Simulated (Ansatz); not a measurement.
Functionals compared on H on the 1x1 (111) surface of fcc Al, one in a 2x2 cell, started at the site 'top Al', in Ansatz (plane waves, PAW). The structure was relaxed with PBE; the other rows are single points on it, each with its references at the same level. Cutoff 420 eV (500 eV for r2SCAN).

Model: 17-atom slab, 7.0 Å thick at the start under the adsorbate (thin: gaps and levels are the slab's own), 6x6x1 mesh, Fermi-Dirac 0.1 eV, dipole correction, 8 atoms held, the rest relaxed; start symmetry kept, larger cells not searched; no spin, no spin-orbit, no U, no dispersion correction. At the end it is bonded to Al. In PBE it is, or lies within 0.03 eV of, the lowest of the starts that converged. These notes are the PBE run's. Adsorption energies are against ½ H2(g). A negative adsorption energy means that the adsorbate is more stable on the surface than in its reference.

| functional | adsorption energy (eV) | work function of the top face (eV) | change of the work function (eV) | rough cost of the single point |
|---|---|---|---|---|
| PBE | 0.21 | 4.78 | 0.75 | – |
| RPBE | 0.27 | 4.72 | 0.77 | very roughly 14 core-seconds |
| r2SCAN | ___ | ___ | ___ | very roughly 40 core-seconds |

Q: What belongs in the gaps?

A: 
- r2SCAN, adsorption energy (eV): 0.21
- r2SCAN, work function of the top face (eV): 4.86
- r2SCAN, change of the work function (eV): 0.78

Ansatz is a quantum-chemistry and plane-wave program.
